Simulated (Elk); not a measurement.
Worked example: self-consistent single point of ZrSnTe (P4/nmm, 6 atoms in the cell) in Elk.

Method of the run: PBEsol, all-electron FP-LAPW, Elk's shipped species files, APW+lo basis with extra local orbitals (Elk).

The change in words: lattice scaled by 0.98. Reference geometry:
```
ZrSnTe
1.0
    4.09585     0.00000     0.00000
    0.00000     4.09585     0.00000
    0.00000     0.00000     8.78320
Zr Sn Te
2 2 2
Direct
  0.50000   0.00000   0.26357
  0.00000   0.50000   0.73643
  0.00000   0.00000   0.00000
  0.50000   0.50000   0.00000
  0.50000   0.00000   0.61941
  0.00000   0.50000   0.38059
```

Reference input (self-consistent single point, DFT, PBEsol, all-electron FP-LAPW, Elk's shipped species files, APW+lo basis with extra local orbitals): xctype = 22; rgkmax = 8; stype = 0; swidth = 0.00499791 Ha; ngridk = 5 5 3; tforce = true; gmaxvr = 18 1/bohr; lmaxapw = 10; lmaxo = 8; nxlo = 2; lorbcnd = true; lradstp = 2. This run's input differs from it in these lines:

```diff
@@ -49,5 +49,5 @@
 avec
-    7.7400366373    0.0000000000    0.0000000000
-    0.0000000000    7.7400366373    0.0000000000
-    0.0000000000    0.0000000000   16.5978500567
+    7.5852359423    0.0000000000    0.0000000000
+    0.0000000000    7.5852359423    0.0000000000
+    0.0000000000    0.0000000000   16.2658932068
```

Log, with long lists cut:

```
│ Self-consistent loop started │
│ Loop number : 1 │
 total energy                :     -33162.1531058
│ Loop number : 2 │
 total energy                :     -33162.0205320
RMS change in Kohn-Sham potential (target) :   0.7969106735E-01 (  0.1000000000E-05)
Absolute change in total energy (target)   :   0.1325738944     (  0.1000000000E-03)
│ Loop number : 3 │
 total energy                :     -33161.9004911
RMS change in Kohn-Sham potential (target) :   0.7985405025E-01 (  0.1000000000E-05)
Absolute change in total energy (target)   :   0.1531843046     (  0.1000000000E-03)
│ Loop number : 4 │
   [... lines left out ...]
Absolute change in total energy (target)   :   0.1093192521E-02 (  0.1000000000E-03)
│ Loop number : 15 │
 total energy                :     -33135.3655713
RMS change in Kohn-Sham potential (target) :   0.9542558274E-07 (  0.1000000000E-05)
Absolute change in total energy (target)   :   0.2563827948E-03 (  0.1000000000E-03)
│ Loop number : 16 │
 total energy                :     -33135.3655580
RMS change in Kohn-Sham potential (target) :   0.6051728051E-07 (  0.1000000000E-05)
Absolute change in total energy (target)   :   0.7742433081E-04 (  0.1000000000E-03)
Convergence targets achieved

│ Loop number : 17 │

Energies :
 Fermi                       :     0.368164390141
 total energy                :     -33135.3655520

Density of states at Fermi energy :    55.39277318
 (states/Hartree/unit cell)

Estimated indirect band gap :   0.1740070503E-02
 from k-point      9 to k-point      1
Estimated direct band gap   :   0.9289470623E-02
 at k-point      3

Charges :
 core                        :    188.0000000
 valence                     :    96.00000000
 interstitial                :    11.63023525
 muffin-tins (core leakage)
  species :    1 (Zr)
   atom    1                 :    37.85819147     (  0.3454876186E-05)
   atom    2                 :    37.85819147     (  0.3454876186E-05)
  species :    2 (Sn)
   atom    1                 :    48.33885333     (  0.8019481623E-04)
   [... lines left out ...]
   total force               :     0.00000000    0.00000000   -0.00290976
   total magnitude           :     0.00290976
  atom :    2
   Hellmann-Feynman          :    -0.00000000    0.00000000    0.12665354
   IBS                       :     0.00000000    0.00000000   -0.12374378
   total force               :     0.00000000    0.00000000    0.00290976
   total magnitude           :     0.00290976
```

The run converged in 17 iterations. The count includes the last loop, which Elk runs after its targets are met. Against the reference run the total energy drops by 5.0 meV/atom.

The starting cell comes from a database of computed structures (which also holds hypothetical and non-ambient phases and stackings), without a prior relaxation at this level. Its lattice was rescaled by a random factor within 2.5 % of one. For this run, on top of that: lattice scaled by 0.98. Spin-orbit coupling is off. Values depend on the basis (sphere radii, cutoffs, local orbitals), which need not be converged. The log's line on a gap gives a spacing of levels on this mesh, which the program prints for metals too.

Cost on one core of a shared machine: roughly 6 min.
